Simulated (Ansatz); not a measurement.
For BaSi2 (model structure, started from the C49 type, Cmcm, No. 63, 6 atoms in the cell), PBE in Ansatz (plane waves, PAW) gives:

* **equilibrium volume per atom**: 26.59 Å³/atom
* **formation enthalpy**: -0.084 eV/atom

Problem. What does PBE-D3(BJ) (plane waves, PAW; Ansatz, a program for electronic structure) give for the same quantities?

Solution. 
- equilibrium volume per atom: 25.09 Å³/atom (drops by 5.6 %)
- formation enthalpy: -0.130 eV/atom (moves by -0.046 eV/atom)

Changes are worked out from the printed values.

Unless a cell is named, each level is at its own relaxed cell (PBE 26.59, PBE-D3(BJ) 25.09 Å³/atom).

Ansatz's density-functional and Hartree–Fock values are scalar-relativistic unless marked +SOC, with PAW data made under PBE.

A model structure was made by putting elements into a prototype or built by hand; it is no filed structure, need not be a known phase, and can be a saddle point held by its symmetry.
